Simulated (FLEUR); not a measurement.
A self-consistent single point of LaGe₃Os (I4mm, 5 atoms in the cell) with FLEUR.

Level of theory: LDA (Vosko-Wilk-Nusair), all-electron FLAPW (FLEUR), scalar-relativistic valence.

The change in words: lattice scaled by 0.98. Reference geometry:
```
LaGe3Os
1.0
   -2.22445     2.22445     5.09051
    2.22445    -2.22445     5.09051
    2.22445     2.22445    -5.09051
La Ge Os
1 3 1
Direct
  0.99834   0.99834   0.00000
  0.42564   0.42564   0.00000
  0.25966   0.75966   0.50000
  0.75966   0.25966   0.50000
  0.65869   0.65869   0.00000
```

Reference input (self-consistent single point, DFT, LDA (Vosko-Wilk-Nusair), all-electron FLAPW (FLEUR), scalar-relativistic valence): Kmax = 3.9 1/bohr; GmaxXC = 11.7 1/bohr; xcFunctional = vwn; jspins = 1; l_soc = F; mode = hist; fermiSmearingEnergy = 0.00367493 Htr; mesh (inpgen div1-3) = 6 6 6; inpgen gamma flag = true; Gmax = 11.7 1/bohr; numbands = 0; maxIterBroyd = 15. This run's input differs from it in these lines:

```diff
@@ -3,5 +3,5 @@
 &input film=f /
--2.2244550000 2.2244550000 5.0905150000
-2.2244550000 -2.2244550000 5.0905150000
-2.2244550000 2.2244550000 -5.0905150000
+-2.1799660000 2.1799660000 4.9887050000
+2.1799660000 -2.1799660000 4.9887050000
+2.1799660000 2.1799660000 -4.9887050000
 1.8897261246
@@ -47,5 +47,5 @@
          <bravaisMatrix>
-            <row-1>   -4.2036107264970921     4.2036107264970921     9.6196791831681683</row-1>
-            <row-2>    4.2036107264970921    -4.2036107264970921     9.6196791831681683</row-2>
-            <row-3>    4.2036107264970921     4.2036107264970921    -9.6196791831681683</row-3>
+            <row-1>   -4.1195387009397635     4.1195387009397635     9.4272861664226433</row-1>
+            <row-2>    4.1195387009397635    -4.1195387009397635     9.4272861664226433</row-2>
+            <row-3>    4.1195387009397635     4.1195387009397635    -9.4272861664226433</row-3>
          </bravaisMatrix>
```

Output (repeated stretches shortened):

```
 Iteration:     1   Distance:       9.95934390 me/bohr^3
 Iteration:     2   Distance:       8.44828099 me/bohr^3
 Iteration:     3   Distance:       6.20053046 me/bohr^3
 Iteration:     4   Distance:       4.07306503 me/bohr^3
 Iteration:     5   Distance:       2.76741180 me/bohr^3
   [... 14 lines left out ...]
 Iteration:    20   Distance:       0.00005445 me/bohr^3
 Iteration:    21   Distance:       0.00002819 me/bohr^3
 Iteration:    22   Distance:       0.00001615 me/bohr^3
 Iteration:    23   Distance:       0.00000498 me/bohr^3
 Reset of history
 Run finished successfully
 Stop message:
   Structural relaxation: new displacements generated

[file out, last iteration]
             iter=     24
[...]
          total density-effective poten   -5.4525552167E+04
          total charge density-energy d   -7.5964554781E+02
 Updated energy parameters for spin:           1
[...]
 fermi energy and band-weighting factors:
    0.654058    0.662305    0.662305

[...]
FERMIE:
          first approx. to ef    (T=0)  :   0.428835 htr   (energy of the highest occ. eigenvalue)
          number of occ. states  (T=0)  :       1003
          first approx. to seigv (T=0)  : -18.087554 htr
          sum of weights of occ. states :  33.523148
          sum of semicore charge        :   0.000000 e
FERHIS:  Fermi-Energy by histogram:
          bandgap                     :   0.001799 htr
   [... lines left out ...]
          charge neutrality (T=0)     :   0.046296    (zero if the highest occ. eigenvalue is "entirely" occupied)
     EF_NEWTON:  Adjust Fermi-Energy by Newton-Method.
 Direct bandgap for spin            1 :    1.1859320965381226E-002  Htr
 ---->    free energy=                    -32052.1328110275 htr
   [... lines left out ...]
 TOTAL FORCE FOR ATOM TYPE=  2  X=  0.000   Y=  0.000   Z=  8.025
                       FX_TOT= 0.000000 FY_TOT= 0.000000 FZ_TOT=-0.008597
 TOTAL FORCE FOR ATOM TYPE=  3  X=  0.000   Y=  4.120   Z= -4.532
                       FX_TOT= 0.000000 FY_TOT= 0.000000 FZ_TOT= 0.005672
 TOTAL FORCE FOR ATOM TYPE=  4  X=  0.000   Y=  0.000   Z= -6.435
                       FX_TOT= 0.000000 FY_TOT= 0.000000 FZ_TOT=-0.002918
```

The run converged in 23 iterations. FLEUR gives forces in its relaxation mode, with a further iteration, so its stop message speaks of a relaxation. 

The starting cell comes from a database of computed structures (which also holds hypothetical and non-ambient phases and stackings), without a prior relaxation at this level. For this run, on top of that: lattice scaled by 0.98. Spin-orbit coupling is off. Spin polarisation is off. Values depend on the basis (sphere radii, cutoffs, local orbitals), which need not be converged. The log's line on a gap gives a spacing of levels on this mesh, which the program prints for metals too.

These are the values that this program gave, and no reference: the default basis lacks the next d shell.

Cost on one core of a shared machine: roughly 7 min.
